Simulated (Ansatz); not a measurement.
Here is the system:

End structure of a constructed model of the (0001) surface of hcp Hf (in the relaxation 1 Hf–Hf bonds formed), a layer of Ni in place of the second plane (bottom of the slab: a bare face, its two planes held):

```
CELL_PARAMETERS angstrom
      3.20485     0.00000     0.00000
     -1.60243     2.77549     0.00000
      0.00000     0.00000    28.50000
ATOMIC_POSITIONS crystal
  Hf 0.66667 0.33333 0.28849
  Hf 0.33333 0.66667 0.37739
  Hf 0.66667 0.33333 0.46850
  Hf 0.33333 0.66667 0.55636
  Ni 0.66667 0.33333 0.62656
  Hf 0.33333 0.66667 0.68730
```

Model: 6-atom slab, 12.1 Å thick at the start, 13x13x1 mesh, Fermi-Dirac 0.1 eV, dipole correction, 2 atoms held, the rest relaxed; symmetry of the start imposed; spin-polarised, ending with about 0.2 μB a cell; orders that need a larger cell were not tried, no spin-orbit, no U. It is one candidate, not shown to be the stable structure of the face.

Problem. Predict the work function of the top face from PBE in Ansatz (a program for electronic structure).

Solution. 4.10 eV
